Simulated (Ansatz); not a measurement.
Consider the following.

```yaml
crystal:
  lattice:
    - [3.76081, 0.00000, 0.00000]
    - [-1.88041, 3.25696, 0.00000]
    - [0.00000, 0.00000, 19.09986]
  atoms:
    - { symbol: Zr, position: [0.00000, 0.00000, 0.50000] }
    - { symbol: Se, position: [0.33333, 0.66667, 0.58373] }
    - { symbol: Se, position: [0.66667, 0.33333, 0.41627] }
```

Level of theory: PBE, rigid bands (plane waves, PAW, scalar-relativistic; Ansatz, a first-principles code). Condition of this run: biaxial strain -1 %. Geometry: cell and atoms relaxed with PBE, then loaded as said.

Q: What conductivity effective mass do dilute electrons have at 300 K?

A: 0.36 mₑ.

Q: And the band gap?

A: 0.38 eV at this level; semilocal functionals usually fall short of the measured gap.

Rigid bands, one relaxation time for all states, no polarons. Spin-orbit coupling is left out; where it splits the top of the valence band it changes the hole mass and lowers the gap by about a third of the splitting.

Model free-standing layer, not matched to a measured one here: monolayer ZrSe2.
